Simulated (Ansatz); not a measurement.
For BN (model structure, started from the MgO type, Pm-3n, No. 223, 12 atoms in the cell), PBE-D3(BJ) (plane waves, PAW; Ansatz, a program for electronic structure) gives:

```
Item                                   Value
------------------------------  ------------
equilibrium lattice constant a       4.421 Å
cohesive energy                 6.85 eV/atom
```

Task: What does r²SCAN+rVV10 (PAW; Ansatz) give for the same quantities?

Result: 
- lattice constant a: 4.417 Å (decreases by 0.1 %)
- cohesive energy: 6.61 eV/atom (shrinks by 0.24 eV/atom)

Changes are worked out from the printed values.

Unless a cell is named, each level is at its own relaxed cell (PBE-D3(BJ) 7.20, r²SCAN+rVV10 7.18 Å³/atom).

Ansatz's density-functional and Hartree–Fock values are scalar-relativistic unless marked +SOC, with PAW data made under PBE.

A model structure was made by putting elements into a prototype or built by hand; it is no filed structure, need not be a known phase, and can be a saddle point held by its symmetry.
